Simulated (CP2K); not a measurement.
Band structure of LaBi3 (Pm-3m, 4 atoms in the cell).

```
CELL_PARAMETERS angstrom
      4.98620     0.00000     0.00000
      0.00000     4.98620     0.00000
      0.00000     0.00000     4.98620
ATOMIC_POSITIONS crystal
  La 0.00000 0.00000 0.00000
  Bi 0.50000 0.00000 0.50000
  Bi 0.00000 0.50000 0.50000
  Bi 0.50000 0.50000 0.00000
```

Method: LDA (Pade form), GPW, DZVP-MOLOPT-SR-GTH basis, GTH-PADE potentials (GTH_POTENTIALS) run with CP2K 2026.2.

Settings: CUTOFF = 500 Ry; REL_CUTOFF = 40 Ry; SMEAR/METHOD = FERMI_DIRAC; ELECTRONIC_TEMPERATURE = 580.23 K; KPOINTS/SCHEME = MONKHORST-PACK 5 5 5; XC_FUNCTIONAL = PADE; La/BASIS_SET = DZVP-MOLOPT-SR-GTH-q11; La/POTENTIAL = GTH-PADE-q11; Bi/BASIS_SET = DZVP-MOLOPT-SR-GTH-q5; Bi/POTENTIAL = GTH-PADE-q5; METHOD = GPW; EPS_DEFAULT = 1e-10; EXTRAPOLATION = USE_GUESS; NGRIDS = 5.

The starting cell comes from a database of computed structures (which also holds hypothetical and non-ambient phases and stackings), without a prior relaxation at this level. Its lattice was rescaled by a random factor within 2.5 % of one. Spin-orbit coupling is off. Values carry the incompleteness of an atom-centred basis.

Levels in eV from the Fermi level, bands 10 to 15:
```
point     10     11     12     13     14    15
-----  -----  -----  -----  -----  -----  ----
Γ      -3.51   0.00   0.00   0.00   0.70  0.70
X      -2.54  -1.94  -1.18  -1.18  -0.65  1.29
M      -2.30  -2.30  -1.17  -1.05  -1.05  1.19
R      -3.66  -3.66   1.67   2.24   2.24  2.32
```

Bands cross the Fermi level along this path, so the cell is metallic at this level.

Higher empty bands are left out: an atom-centred basis made for the valence describes them poorly.
